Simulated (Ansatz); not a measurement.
## A self-consistent single point of VIr₃ (P4mm, 4 atoms in the cell) with Ansatz

Method of the run: LDA (PW92), default PAW files made with PBE (plane waves; Ansatz, a first-principles code).

Input as run:

Ansatz 0.2 input:
```yaml
crystal:
  lattice:
    - [3.797736, 0.000000, 0.000000]
    - [0.000000, 3.797736, 0.000000]
    - [0.000000, 0.000000, 3.797736]
  atoms:
    - { symbol: V, position: [0.000000, 0.000000, 0.013166] }
    - { symbol: Ir, position: [0.500000, 0.500000, 0.000000] }
    - { symbol: Ir, position: [0.000000, 0.500000, 0.500000] }
    - { symbol: Ir, position: [0.500000, 0.000000, 0.500000] }
basis:
  ecutwfc: 420.0
kpoints:
  mp_grid:
    grid: [9, 9, 9]
hamiltonian:
  xc: lda
  pseudopotentials:
    kind: paw
scf:
  occupations:
    method: gaussian
    width: 0.1
output:
  forces: true
  eigenvalues: true
  stress: true
```

Output, abridged:

```
WARN ansatz: RAYON_NUM_THREADS=1 ignored (pool sized by the plan → 1); use --threads N
Pseudopotentials: kind: paw
Pseudopotential: V, paw, valence charge 13
Pseudopotential: Ir, paw, valence charge 17
Crystal: 4 atoms, lattice volume = 54.774 Å³
Basis set: ecut = 420 eV, 1045 PW (Γ)
Bands: 39, of which v1, the nominal top of the filled ones, is band 32 counted from 1 (31 counted from 0)
Symmetry: 8 space group operations
Space group: P4mm (ITA 99), of the structure as read, at distance tolerance 3.8e-5 Å
k-points: 75 of 729 (time reversal used)
PAW frozen core: V, regenerated for the run's functional, and the local potential with it
PAW frozen core: Ir, regenerated for the run's functional, and the local potential with it
Initial density: superposition of atomic densities (neutral atoms: chi_scale 0, normalization atom), corrected by the library's trained network
Initial wavefunctions: pseudopotential atomic-orbital guess
Eigensolver: davidson
Functional: x = slater, c = lda
SCF iter   1: F=—  HF=-37852.599991 eV  |F-HF|=—  |Δ(HF+E_count)|=         —  Δρ=1.65e-2  dr2=2.00e-1  ethr=1.77e-3  ⟨swp⟩=5.0  Hψ=9249  notcnv=0
all-band conjugate gradients solve this SCF's bands
preconditioner: auto → Kerker (q_TF=auto, 2.800 Å⁻¹)
SCF iter   2: F=—  HF=-37852.591522 eV  |F-HF|=—  |Δ(HF+E_count)|=   8.47e-3  Δρ=8.46e-3  dr2=5.55e-2  ethr=3.13e-4  ⟨swp⟩=2.0  Hψ=3791  notcnv=0  defer=7
SCF iter   3: F=—  HF=-37852.587981 eV  |F-HF|=—  |Δ(HF+E_count)|=   3.54e-3  Δρ=5.75e-4  dr2=8.46e-5  ethr=8.68e-5  ⟨swp⟩=1.2  Hψ=2854  notcnv=0  defer=7
SCF iter   4: F=—  HF=-37852.587988 eV  |F-HF|=—  |Δ(HF+E_count)|=   6.49e-6  Δρ=1.17e-4  dr2=8.25e-6  ethr=1.32e-7  ⟨swp⟩=2.0  Hψ=4255  notcnv=0  defer=10
SCF iter   5: F=—  HF=-37852.587985 eV  |F-HF|=—  |Δ(HF+E_count)|=   2.93e-6  Δρ=2.46e-5  dr2=4.95e-7  ethr=1.29e-8  ⟨swp⟩=2.0  Hψ=3969  notcnv=0  defer=10
SCF iter   6: F=—  HF=-37852.587985 eV  |F-HF|=—  |Δ(HF+E_count)|=   1.17e-7  Δρ=1.21e-5  dr2=1.18e-7  ethr=1.56e-10  ⟨swp⟩=7.5  Hψ=10406  notcnv=0
SCF iter   7: F=-37852.587985 eV  HF=-37852.587985 eV  |F-HF|=3.61e-9  |Δ(HF+E_count)|=   1.40e-8  Δρ=2.98e-6  dr2=4.72e-9  ethr=1.56e-10  ⟨swp⟩=3.2  Hψ=7816  notcnv=0
SCF 1 converged in 7 iterations: F = -37852.587985 eV  dr2 = 4.72e-9
SCF converged after 7 iterations
Free energy (F): -37852.587985 eV
Harris-Foulkes:  -37852.587985 eV  (|F-HF|=3.61e-9)
Internal energy: -37852.576869 eV  (E = F + TS)
E sigma→0 (E₀):  -37852.582427 eV
Entropy (-TS):   -0.011116 eV (-2.779 meV/atom)
Fermi energy:    23.766643 eV
--- Per-component energies (eV) ---
  E_band       = -404.374868
  E_kinetic    = 2207.754050
  E_local      = -4082.529345  (includes V_loc(G=0)·N_el)
  E_nonlocal   = 196.103979
  E_hartree    = 1626.492136
  E_xc         = -930.928785
  E_vxc        = -1067.568752  (∫ρ·V_xc dr)
  E_paw        = -27919.985243  (= ΣΔE_a)
  E_vpaw       = -911.118687  (= ΣTr[D̂ρ^β])
  E_aug_tail   = 0.000363  (compensation charges beyond the density's cutoff)
  E_ewald      = -8951.064981
  E_core_change = 1.580956  (= ΣΔE_core)
  E_smearing   = -0.011116  (= −TS)
  E_closure    = -0.000000  (closes the sum)
  Σ components = -37852.587985   (vs F -37852.587985, Δ=0.00e0)
--- Forces (eV/Å), atoms counted from 1 ---
  atom   1  V     -0.00000000     0.00000000    -0.14103002
  atom   2  Ir     0.00000000     0.00000000     0.13926382
  atom   3  Ir    -0.00000000     0.00000000     0.00088043
  atom   4  Ir     0.00000000     0.00000000     0.00088043
  max |Σ_I F_I| component: 5.34e-6 eV/Å
--- Stress (GPa, compression-positive) ---
       -7.014243       0.000000       0.000000
        0.000000      -7.014243       0.000000
        0.000000       0.000000      -6.853238
  P = ⅓ Tr σ = -6.9606 GPa (-69.606 kbar)
  The stress holds the Pulay correction. Without it, at fixed plane waves, as pw.x and ABINIT print it: P = -7.0177 GPa
--- Band table (eV; the first three rows and the last of 75) ---
  k-point 0: bands = ["-68.8668", "-68.7919", "-68.7884", "-40.4499", "-25.9512", "-25.9512", "-25.9496", "-25.5729", "-25.5718", "-25.5718", "-25.3568", "-25.3568", "-25.3550", "-14.6008", "-14.5983", "-14.5983", "13.4442", "16.2484", "16.8625", [...]
  k-point 1: bands = ["-68.8648", "-68.7918", "-68.7904", "-40.4499", "-25.9410", "-25.9410", "-25.9327", "-25.5747", "-25.5747", "-25.5740", "-25.3740", "-25.3644", "-25.3644", "-14.6042", "-14.5993", "-14.5993", "13.6259", "16.3737", "16.9316", [...]
  k-point 2: bands = ["-68.8592", "-68.7960", "-68.7918", "-40.4501", "-25.9132", "-25.9132", "-25.8838", "-25.5841", "-25.5841", "-25.5766", "-25.4282", "-25.3838", "-25.3838", "-14.6128", "-14.6016", "-14.6016", "14.1488", "16.7181", "17.1079", [...]
  k-point 74: bands = ["-68.8181", "-68.8163", "-68.8118", "-40.4486", "-26.1360", "-25.8826", "-25.8784", "-25.8777", "-25.4003", "-25.3973", "-25.3771", "-25.3732", "-25.3727", "-14.6072", "-14.6049", "-14.6041", "16.3784", "16.5045", "16.5052", [...]
```

The run converged in 7 iterations.

The starting cell comes from a database of computed structures (which also holds hypothetical and non-ambient phases and stackings), without a prior relaxation at this level. Its lattice was rescaled by up to half a per cent. One atom was moved a little off its site on purpose. Spin-orbit coupling is off. Spin polarisation is off. With a pressure of about -7 GPa the cell is away from its equilibrium volume at this level. Ansatz's pressure includes its estimate of the finite-basis (Pulay) stress.
